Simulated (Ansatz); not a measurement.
An Ansatz (a first-principles code) input (Kohn–Sham DFT with the r2SCAN functional, run in Ansatz with PAW and 500 eV plane waves, scalar-relativistic without spin-orbit coupling):

Ansatz 0.2 input:
```yaml
crystal:
  lattice:
    - [3.1601516372, 0, 0]
    - [1.5800758186, 2.7367715976, 0]
    - [1.5800758186, -0.9122571992, 2.6292451527]
  atoms:
    - { symbol: Hf, position: [0, 0, 0] }
    - { symbol: N, position: [0, 0.5, 0.5] }
basis: { ecutwfc: 500, ecutrho_ratio: 4, xc_grid: 4, fft_grid_basis: typed }
kpoints: { mp_grid: { grid: [22, 22, 22] } }
hamiltonian:
  xc: r2scan
  dispersion: none
  pseudopotentials: { kind: paw }
scf: { occupations: { method: fermi_dirac, width: 0.1 } }
relax: { f_tol: 0.005, max_steps: 50, cell: { stress_tol: 0.01, fix: [a, b, gamma] } }
output: { forces: true, stress: true }
checkpoint: { write: state.ck, write_every: 1000 }
```

Q: Which symmetry and how many k-points will the program report, and about how many plane waves at Γ?

A: Space group R-3m (ITA 166) with 12 operations, k-points 1024 of 10648, and 549 plane waves at Γ.

Q: And the final pressure?

A: 4.13 GPa (compression positive).

The cells carry an imposed strain or load. Whether these cells are dynamically stable was not tested. The final runs are not spin-polarised. The cell was made from HfN in the rock salt structure (space group Fm-3m, No. 225) by this change: biaxial strain −1.25 %, plane normal [111], relaxed out of plane.
